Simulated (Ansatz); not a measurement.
BP (model structure, started from the CdTe type, P6₄22, No. 181, 6 atoms in the cell) was calculated with PBE0 (plane waves, PAW; Ansatz, a program for electronic structure).

Numerical settings: plane-wave cutoff 460 eV, 9×9×4 k mesh (along the axes of the cell as run), Fermi–Dirac smearing 0.01 eV, scalar-relativistic PAW data made under PBE.

The cell is the one relaxed with PBEsol. Conventional cell: a = 3.2595 Å, b = 3.2595 Å, c = 6.9400 Å, α = 90.00°, β = 90.00°, γ = 120.00°.

```yaml
crystal:
  lattice:
    - [3.25952, 0.00000, 0.00000]
    - [-1.62976, 2.82283, 0.00000]
    - [0.00000, 0.00000, 6.94001]
  atoms:
    - { symbol: B, position: [0.00000, 0.49998, 0.66667] }
    - { symbol: B, position: [0.50002, 0.50002, 0.00000] }
    - { symbol: B, position: [0.49998, 0.00000, 0.33333] }
    - { symbol: P, position: [0.00000, 0.49998, 0.16667] }
    - { symbol: P, position: [0.50002, 0.50002, 0.50000] }
    - { symbol: P, position: [0.49998, 0.00000, 0.83333] }
```

Task: List the 16 lowest band energies at Γ above −25 eV (eV, relative to the valence band maximum), grouping those that round alike.

Result: At Γ: -18.79, -15.81 (×2), -7.08 (×2), -5.30, -2.74 (×2), -1.51 (×2), -1.16, 0.00, 3.74 (×2), 4.53 (×2).

Note: the run warned that its exchange threshold was loose for the stress; the relaxation could raise the start's symmetry but not lower it, so the cell can be a saddle point; cell and atoms aren't relaxed at this level (pressure 0.3 GPa).

A model structure was made by putting elements into a prototype or built by hand; it is no filed structure, need not be a known phase, and can be a saddle point held by its symmetry.
